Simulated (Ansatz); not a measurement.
Phonon-limited resistivity of CuAl₂ (I4/mcm) against temperature in μΩ·cm, PBEsol, DFPT electron-phonon coupling, linearised Boltzmann equation run with Ansatz (an electronic-structure program), harmonic crystal at a fixed cell. x, y and z are the axes of this cell:
```
Al2Cu
1.0
   -3.00961     3.00961     2.39239
    3.00961    -3.00961     2.39239
    3.00961     3.00961    -2.39239
Al Cu
4 2
Cartesian
  0.95451   2.05511   2.39239
  2.05511   0.95451   0.00000
  0.95451   3.96412   0.00000
  2.05511  -0.95451   2.39239
  0.00000   0.00000   1.19619
  0.00000   0.00000   3.58858
```

```csv
T,"ρ (x, y)",ρ (z)
50 K,0.168,0.159
77 K,0.55,0.52
100 K,(withheld),0.95
150 K,(withheld),1.97
200 K,3.2,3.0
250 K,4.3,4.0
273 K,4.8,4.4
300 K,5.4,5.0
350 K,6.4,5.9
400 K,7.4,6.8
500 K,9.4,8.7
600 K,11.4,10.5
```

Complete the blanks.


- 100 K, ρ (x, y): 1.01
- 150 K, ρ (x, y): 2.1

A metal at this level (no band gap). Only scattering by harmonic phonons is included (no impurities, grain boundaries, electron-electron scattering or thermal expansion). Spin-orbit coupling is left out. Halving the electron mesh (16x16x16) moves the resistivity by up to 6 %. Smearing 0.20 eV; phonons on a 4x4x4 q mesh, which this run doesn't test and which matters most at low temperature.
